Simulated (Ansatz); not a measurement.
The reference is GaN in the wurtzite structure (space group P6_3mc, No. 186; a = 3.183 Å, c = 5.185 Å).

Computed with PBEsol in Ansatz (plane waves to 420 eV, PAW, no spin-orbit coupling).

For the base:

- Gap between the host's bands = 1.88 eV

The change: 0.0682 holes added to each cell, a density of 1.5×10^21 cm⁻³, with a uniform compensating background at fixed cell and a 300 K Fermi–Dirac width.

Problem. Predict the new gap between the host's bands and Fermi level from band edge.

Solution. The gap between the host's bands grows by 0.03 eV, from 1.88 eV to 1.91 eV; the Fermi level relative to the doped band's edge (positive inside the band; to 0.05 eV) amounts to +0.20 eV.

Charged cell with a jellium background: band edges are those of the host's band count, energies are not comparable with the neutral cell, and many-body gap narrowing is missing. Gaps are read on the SCF mesh and a high-symmetry path. Stability against distortions was not tested.

Ansatz is an electronic-structure program.
